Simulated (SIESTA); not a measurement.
**Input and output of a self-consistent single point for Li2Mn3CoO8 (P6_3mc, 28 atoms in the cell) (SIESTA)**

Method of the run: LDA PW92, numerical atomic orbitals DZP, PseudoDojo LDA standard norm-conserving potentials (rewritten from UPF to PSML) in SIESTA.

Input:

```
# files in the folder: Li.psml Mn.psml Co.psml O.psml (PseudoDojo LDA standard)
SystemName  Li2Mn3CoO8
SystemLabel siesta

NumberOfAtoms                28
NumberOfSpecies              4
%block ChemicalSpeciesLabel
  1 3 Li
  2 25 Mn
  3 27 Co
  4 8 O
%endblock ChemicalSpeciesLabel
LatticeConstant              1.0 Ang
%block LatticeVectors
     5.837290000    0.000000000    0.000000000
    -2.918645000    5.055241000    0.000000000
     0.000000000    0.000000000    9.649650000
%endblock LatticeVectors
AtomicCoordinatesFormat      Bohr
%block AtomicCoordinatesAndAtomicSpecies
     5.515445220    3.184337144    7.042432579  1
    -0.000005515    6.368683840   16.160030428  1
     0.000000000    0.000000000    9.083680385  1
     0.000000000    0.000000000   18.201278234  1
     5.515439705    6.327634509   13.042359019  2
    -2.722172844    7.940327747    3.924761170  2
     2.793266861    1.612693237   13.042359019  2
     0.000000000    3.225386475    3.924761170  2
     8.237612549    1.612693237   13.042359019  2
     2.722172844    7.940327747    3.924761170  2
     5.515445220    3.184337144   18.116849278  3
    -0.000005515    6.368683840    8.999251429  3
     5.515439705    6.517261976    1.940407174  4
    -2.886395061    8.035141480   11.058005024  4
     2.629044644    1.517879504    1.940407174  4
    -0.000000000    3.035759008   11.058005024  4
     8.401834766    1.517879504    1.940407174  4
     2.886395061    8.035141480   11.058005024  4
     3.048935069    4.608377323   15.139224173  4
    -2.466504636    4.944643661    6.021626324  4
     5.515439705    0.336266339   15.139224173  4
     2.466504636    4.944643661    6.021626324  4
     7.981944341    4.608377323   15.139224173  4
     0.000000000    9.216754645    6.021626324  4
     5.515445220    3.184337144   11.104504773  4
    -0.000005515    6.368683840    1.986906923  4
     0.000000000    0.000000000   14.798043661  4
     0.000000000    0.000000000    5.680445812  4
%endblock AtomicCoordinatesAndAtomicSpecies

XC.functional                LDA
XC.authors                   PW92
PAO.BasisSize                DZP
PAO.EnergyShift              0.01 Ry
PAO.Polarization.NonPerturbative true
MeshCutoff                   400 Ry
%block kgrid.MonkhorstPack
    4   0   0  0.0
    0   4   0  0.0
    0   0   2  0.0
%endblock kgrid.MonkhorstPack
OccupationFunction           MP
OccupationMPOrder            0
ElectronicTemperature        20.0 meV
Spin                         polarized
%block DM.InitSpin
  1 +0.00
  2 +0.00
  3 +0.00
  4 +0.00
  5 +4.00
  6 +4.00
  7 +4.00
  8 +4.00
  9 +4.00
  10 +4.00
  11 +3.00
  12 +3.00
  13 +0.00
  14 +0.00
  15 +0.00
  16 +0.00
  17 +0.00
  18 +0.00
  19 +0.00
  20 +0.00
  21 +0.00
  22 +0.00
  23 +0.00
  24 +0.00
  25 +0.00
  26 +0.00
  27 +0.00
  28 +0.00
%endblock DM.InitSpin

MaxSCFIterations             150
SCF.Mixer.Method             Broyden
SCF.Mixer.Weight             0.1
SCF.Mixer.History            6
SCF.DM.Tolerance             1.0E-04
Diag.ParallelOverK           true
WriteForces                  true
Charge.Mulliken              end
```

Output, abridged:

```
reinit: Reading from file input.fdf

reinit: System Name: Li2Mn3CoO8
reinit: System Label: siesta

NOTE on units for spin output:
{S} is the spin magnetic moment, in units of the Bohr magneton,
assuming a g-factor for the electron spin of exactly 2.
The spin magnetic moment is then numerically equal to the charge inbalance,
in units of electrons, between the spin-up and -down channels.

coor:   Atomic-coordinates input format  =     Cartesian coordinates
coor:                                            (in Bohr units)

siesta: Atomic coordinates (Bohr) and species
siesta:      5.51545   3.18434   7.04243  1        1
siesta:     -0.00001   6.36868  16.16003  1        2
siesta:      0.00000   0.00000   9.08368  1        3
siesta:      0.00000   0.00000  18.20128  1        4
siesta:      5.51544   6.32763  13.04236  2        5
siesta:     -2.72217   7.94033   3.92476  2        6
   [... 17 lines left out ...]
siesta:      0.00000   9.21675   6.02163  4       24
siesta:      5.51545   3.18434  11.10450  4       25
siesta:     -0.00001   6.36868   1.98691  4       26
siesta:      0.00000   0.00000  14.79804  4       27
siesta:      0.00000   0.00000   5.68045  4       28

siesta: System type = bulk

initatomlists: Number of atoms, orbitals, and projectors:     28   384   384

siesta: ******************** Simulation parameters ****************************
redata: Spin configuration                          = collinear
redata: Time-Reversal Symmetry                      = T
redata: Number of Atomic Species                    =        4
redata: Mesh Cutoff                                 =   400.0000 Ry
redata: Net charge of the system                    =     0.0000 |e|
redata: Min. number of SCF Iter                     =        0
redata: Max. number of SCF Iter                     =      150
redata: SCF convergence failure will abort job
redata: SCF mix quantity                            = Hamiltonian
   [... lines left out ...]
diag: Used triangular part                          = Lower
diag: Absolute tolerance                            =  0.100E-15
diag: Orthogonalization factor                      =  0.100E-05
diag: Memory factor                                 =  1.0000

superc: Internal auxiliary supercell:     5 x     5 x     3  =      75
superc: Number of atoms, orbitals, and projectors:   2100  28800  28800

                        Single-point calculation

superc: Internal auxiliary supercell:     5 x     5 x     3  =      75
superc: Number of atoms, orbitals, and projectors:   2100  28800  28800

outcell: Unit cell vectors (Ang):
        5.837290    0.000000    0.000000
       -2.918645    5.055241    0.000000
        0.000000    0.000000    9.649650

outcell: Cell vector modules (Ang)   :    5.837290    5.837290    9.649650
outcell: Cell angles (23,13,12) (deg):     90.0000     90.0000    120.0000
outcell: Cell volume (Ang**3)        :    284.7506
new_DM -- step:     1
Initializing Density Matrix...

Attempting to read DM from file... Failed...
DM filled with atomic data (user-defined):

InitMesh: MESH = 64 x 64 x 120 = 491520
InitMesh: Mesh cutoff (required, used) =   400.000   427.407 Ry

stepf: Methfessel-Paxton step function
       Using Hermite-Gauss polynomials of order  0
        iscf     Eharris(eV)        E_KS(eV)     FreeEng(eV)     dDmax    Ef(eV) dHmax(eV)
   scf:    1   -33503.947775   -33870.528097   -33870.534686  0.795958 -1.677121 30.867062
     spin moment: {S} , |S| = {        0.0        0.0   25.32645 }    25.32645
   scf:    2   -34052.345669   -33969.976439   -33969.986153  0.128484 -3.290159 19.336321
     spin moment: {S} , |S| = {        0.0        0.0   25.37805 }    25.37805
   scf:    3   -33888.247480   -34008.488008   -34008.490245  0.553226 -6.483247 18.047425
     spin moment: {S} , |S| = {        0.0        0.0   20.03151 }    20.03151
   scf:    4   -34045.669820   -34037.136679   -34037.143122  0.215931 -5.959020  2.947948
     spin moment: {S} , |S| = {        0.0        0.0   24.00000 }    24.00000
   scf:    5   -33942.336324   -34010.762560   -34010.771563  0.219988 -4.853457 13.618690
     spin moment: {S} , |S| = {        0.0        0.0   24.00000 }    24.00000
   scf:    6   -34031.558517   -34039.084638   -34039.092105  0.165661 -6.191625  2.400597
   [... lines left out ...]
   scf:   30   -34040.550642   -34040.550641   -34040.558662  0.000091 -6.169735  0.001706
     spin moment: {S} , |S| = {        0.0        0.0   24.00000 }    24.00000
   scf:   31   -34040.550643   -34040.550642   -34040.558663  0.000049 -6.169765  0.001756
     spin moment: {S} , |S| = {        0.0        0.0   24.00000 }    24.00000
   scf:   32   -34040.550643   -34040.550642   -34040.558663  0.000071 -6.169805  0.002152
     spin moment: {S} , |S| = {        0.0        0.0   24.00000 }    24.00000
   scf:   33   -34040.550644   -34040.550644   -34040.558663  0.000082 -6.169827  0.001935
     spin moment: {S} , |S| = {        0.0        0.0   24.00000 }    24.00000
   scf:   34   -34040.550644   -34040.550644   -34040.558663  0.000061 -6.169859  0.001151
     spin moment: {S} , |S| = {        0.0        0.0   24.00000 }    24.00000
   scf:   35   -34040.550644   -34040.550644   -34040.558664  0.000039 -6.169872  0.000798
     spin moment: {S} , |S| = {        0.0        0.0   24.00000 }    24.00000
SCF Convergence by DM+H criterion
max |DM_out - DM_in|         :     0.0000393385
max |H_out - H_in|      (eV) :     0.0007980216
SCF cycle converged after 35 iterations

Using DM_out to compute the final energy and forces

siesta: E_KS(eV) =           -34040.5506

siesta: E_KS - E_eggbox =    -34040.5506

siesta: Atomic forces (eV/Ang):
     1   -0.000014    0.000008   -0.025995
     2    0.000014   -0.000008   -0.026053
     3   -0.000002    0.000001    0.052224
   [... 25 lines left out ...]
   Tot   -0.000000    0.000000   -0.031347
   Max    0.805206
   Res    0.279935    sqrt( Sum f_i^2 / 3N )
   Max    0.805206    constrained

Stress tensor Voigt[x,y,z,yz,xz,xy] (kbar):      183.13      183.13      167.41        0.00       -0.00        0.00
(Free)E + p*V (eV/cell)   -34072.1748
Target enthalpy (eV/cell)   -34040.5587

siesta: Program's energy decomposition (eV):
siesta: Ebs     =     -6598.996337
siesta: Eions   =     45291.283376
siesta: Ena     =      4452.338038
siesta: Ekin    =     16846.244678
siesta: Enl     =     -3911.484049
siesta: Eso     =         0.000000
siesta: Edftu   =         0.000000
siesta: DEna    =       259.219781
siesta: DUscf   =        15.872191
siesta: DUext   =         0.000000
siesta: Ex      =     -5888.740898
siesta: Ec      =      -522.717010
siesta: Exc     =     -6411.457908
siesta: Eharris =    -34040.550644
siesta: Etot    =    -34040.550644
siesta: FreeEng =    -34040.558664

siesta: Atomic forces (eV/Ang):
siesta:      1   -0.000014    0.000008   -0.025995
siesta:      2    0.000014   -0.000008   -0.026053
siesta:      3   -0.000002    0.000001    0.052224
siesta:      4    0.000002   -0.000001    0.052210
siesta:      5   -0.000008   -0.044458    0.095816
siesta:      6    0.038503   -0.022230    0.095992
   [... 18 lines left out ...]
siesta:     25   -0.000028    0.000016    0.805206
siesta:     26    0.000028   -0.000016    0.805129
siesta:     27    0.000006   -0.000003   -0.715274
siesta:     28   -0.000006    0.000003   -0.715369
siesta: ----------------------------------------
siesta:    Tot   -0.000000    0.000000   -0.031347

   [... lines left out ...]
siesta: Cell volume =        284.750632 Ang**3
siesta:        -177.89117708       -148.95198717  kBar
   [... lines left out ...]
Atom #   charge [q] valence [e]      Sz [e]  Species
     1     0.035872    2.964128   -0.001070  Li
     2     0.035872    2.964128   -0.001070  Li
     3     0.108748    2.891252   -0.021275  Li
     4     0.108748    2.891252   -0.021275  Li
     5     1.165929   13.834071    2.872805  Mn
     6     1.165929   13.834071    2.872805  Mn
     7     1.165928   13.834072    2.872806  Mn
     8     1.165929   13.834071    2.872806  Mn
     9     1.165929   13.834071    2.872804  Mn
    10     1.165929   13.834071    2.872806  Mn
    11     0.799188   16.200812    2.677826  Co
    12     0.799144   16.200856    2.677782  Co
    13    -0.559207    6.559207    0.126292  O
    14    -0.559209    6.559209    0.126292  O
    15    -0.559207    6.559207    0.126292  O
    16    -0.559208    6.559208    0.126291  O
    17    -0.559208    6.559208    0.126292  O
    18    -0.559207    6.559207    0.126291  O
    19    -0.530813    6.530813    0.123701  O
    20    -0.530815    6.530815    0.123701  O
    21    -0.530815    6.530815    0.123701  O
    22    -0.530813    6.530813    0.123701  O
    23    -0.530815    6.530815    0.123701  O
    24    -0.530815    6.530815    0.123701  O
    25    -0.560826    6.560826   -0.011689  O
    26    -0.560826    6.560826   -0.011689  O
    27    -0.610681    6.610681   -0.012164  O
    28    -0.610682    6.610682   -0.012164  O
 Total    -0.000000               24.000000
```

The run converged in 35 iterations.

The starting cell comes from a database of computed structures (which also holds hypothetical and non-ambient phases and stackings), without a prior relaxation at this level. The magnetic order is the one reached from the typed start; others were not searched systematically. Values carry the incompleteness of an atom-centred basis. With a pressure of about -18 GPa the cell is away from its equilibrium volume at this level.

Cost on one core of a shared machine: roughly 20 min.
